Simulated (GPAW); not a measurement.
A self-consistent single point of Sr (Fm-3m, 1 atom in the cell) with GPAW.

Level of theory: PBEsol, GPAW PAW datasets PBEsol (made by gpaw-setup) (plane waves; GPAW 25.7.0).

```
CELL_PARAMETERS angstrom
      0.00000     3.03361     3.03361
      3.03361     0.00000     3.03361
      3.03361     3.03361     0.00000
ATOMIC_POSITIONS crystal
  Sr 0.00000 0.00000 0.00000
```

Reference input (self-consistent single point, DFT PBE, plane waves, GPAW PAW datasets PBE (gpaw-data 1.0.1)): mode = pw; ecut = 550 eV; xc = PBE; kpts = 8 8 8; mesh shift (steps) = 0 0 0; occupations.name = fermi-dirac; occupations.width = 0.1 eV; nbands = -7; symmetry.symmorphic = false; symmetry.tolerance = 0.0005; maxiter = 120. This run's input differs from it in these lines:

```diff
@@ -12,3 +12,3 @@
 calc = GPAW(mode={'name': 'pw', 'ecut': 550},
-            xc='PBE',
+            xc='PBEsol',
             kpts={'size': (8, 8, 8), 'gamma': True},
```

Its files differ too (potentials: GPAW PAW datasets PBEsol (made by gpaw-setup)).

Output, abridged:

```
     iter     time        total  log10-change:
                         energy   eigst   dens
iter:   1 --:--:--    -1.846953
iter:   2 --:--:--    -1.910604   -1.22  -1.61
iter:   3 --:--:--    -1.905256   -2.46  -1.60
iter:   4 --:--:--    -1.871713   -2.31  -1.63
iter:   5 --:--:--    -1.872792   -3.67  -2.14
iter:   6 --:--:--    -1.872255c  -3.63  -2.19
iter:   7 --:--:--    -1.872137c  -4.51  -2.52
iter:   8 --:--:--    -1.872141c  -5.81  -3.30
iter:   9 --:--:--    -1.872110c  -5.39  -3.27
iter:  10 --:--:--    -1.872111c  -6.58  -3.59
iter:  11 --:--:--    -1.872111c  -8.12c -4.51c
Converged after 11 iterations.

Dipole moment: (-0.000000, -0.000000, 0.000000) |e|*Ang

Energy contributions relative to reference atoms: (reference = -86444.585645)

Kinetic:         -1.613146
Potential:       +3.022331
External:        +0.000000
XC:              -3.115810
Entropy (-ST):   -0.039982
Local:           -0.145496
SIC:             +0.000000
--------------------------
Free energy:     -1.892102
Extrapolated:    -1.872111

Showing only first 2 kpts
 Kpt  Band  Eigenvalues  Occupancy
  0     3    -15.07561    2.00000
  0     4     -0.25227    2.00000
  0     5      5.72159    0.00000
  0     6      5.72159    0.00000

  1     3    -15.08570    2.00000
  1     4      0.07499    2.00000
  1     5      5.27872    0.00000
  1     6      5.87929    0.00000

Fermi level: 3.35507

No gap
No difference between direct/indirect transitions
Energy (eV): -1.872111

Forces in eV/Ang:
  0 Sr    0.00000   -0.00000   -0.00000

Stress tensor:
     0.004568    -0.000000     0.000000
    -0.000000     0.004568     0.000000
     0.000000     0.000000     0.004568
Stress (GPa, Voigt): [ 0.7319  0.7319  0.7319  0.      0.     -0.    ]
```

The run converged in 11 iterations. GPAW prints stress with tension positive. Against the reference run the pressure goes from -0.15 to -0.73 GPa.

The starting cell comes from a database of computed structures (which also holds hypothetical and non-ambient phases and stackings), without a prior relaxation at this level.
